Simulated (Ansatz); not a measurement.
Abridged Ansatz (a quantum-chemistry and plane-wave program) output:

```
Pseudopotential: K, paw, valence charge 9
Pseudopotential: Nb, paw, valence charge 13
Pseudopotential: Te, paw, valence charge 16
Crystal: 5 atoms, lattice volume = 170.106 Å³
Basis set: ecut = 420 eV, 3287 PW (Γ), exchange–correlation on 80×80×80 points (8 copies of the dense FFT grid, shifted against one another)
Bands: 40, of which v1, the nominal top of the filled ones, is band 35 counted from 1 (34 counted from 0)
Symmetry: 48 space group operations
k-points: 20 of 216
Functional: x = pbe(κ = 0.804, μ = 0.2195149727645171), c = pbe(β = 0.06672455060314922)
SCF iter   1: F=—  HF=-27033.122502 eV  |F-HF|=—  |Δ(HF+E_count)|=         —  Δρ=3.67e-2  dr2=4.40e0  ethr=3.10e-3  ⟨swp⟩=8.8  Hψ=3449  notcnv=0
SCF iter   2: F=—  HF=-27032.517848 eV  |F-HF|=—  |Δ(HF+E_count)|=   6.05e-1  Δρ=2.42e-2  dr2=2.62e0  ethr=3.10e-3  ⟨swp⟩=9.4  Hψ=5729  notcnv=0  defer=10
SCF 1 converged in 11 iterations: F = -27032.145982 eV  dr2 = 1.05e-10
SCF converged after 11 iterations
Free energy (F): -27032.145982 eV
Internal energy: -27032.099756 eV  (E = F + TS)
E sigma→0 (E₀):  -27032.122869 eV
Entropy (-TS):   -0.046226 eV (-9.245 meV/atom)
Fermi energy:    7.682988 eV
--- Forces (eV/Å), atoms counted from 1 ---
  atom   1  K     -0.00000000    -0.00000000     0.00000000
  atom   2  Nb     0.00000000     0.00000000     0.00000000
  atom   3  Te     0.00000000    -0.00000000     0.00000000
  atom   4  Te     0.00000000     0.00000000    -0.00000000
  atom   5  Te     0.00000000    -0.00000000     0.00000000
--- Stress (GPa, compression-positive) ---
       -0.000469       0.000000       0.000000
        0.000000      -0.000469      -0.000000
        0.000000      -0.000000      -0.000469
  P = ⅓ Tr σ = -0.0005 GPa (-0.005 kbar)
```

Question: What was computed, and what are the main results?

Answer: KNbTe3, 5 atoms in the cell, with PBE (Ansatz; PAW; 420 eV plane waves; no SOC), earlier PAW set. The last SCF converged to F = -27032.145982 eV, or -5406.4292 eV per atom, at a pressure of 0.00 GPa. The total energy compares only with runs of the same code, potentials and settings.

No phonon test of stability was made. The final runs are not spin-polarised. The cell was made from KNbO3 by this change: O → Te; the result is a hypothetical phase, not in the database extracts checked. Many cubic perovskites are stable only at high temperature; tilts and polar distortions were not tested. KNbTe3 has a high density of states at the Fermi level and may be magnetic at this level.
